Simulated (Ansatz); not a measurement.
# BeSe, response to strain

Take BeSe in the zinc blende structure (space group F-43m, No. 216; a = 5.1289 Å) as the base.

Strains are applied to the cell and any free atomic positions relax.

Computed with Ansatz (a first-principles code) PBEsol, no spin-orbit coupling.

Candidates:
(a) isotropic strain −3.00 %
(b) isotropic strain +0.50 %
(c) isotropic strain +3.00 %
(d) isotropic strain −1.50 %

Before the change:

The band gap is 2.47 eV.

Question: Order them by band gap, lowest first.

Answer: (a) isotropic strain −3.00 % (2.25 eV), (d) isotropic strain −1.50 % (2.36 eV), (b) isotropic strain +0.50 % (2.50 eV), (c) isotropic strain +3.00 % (2.64 eV)

Stability against distortions was not tested.
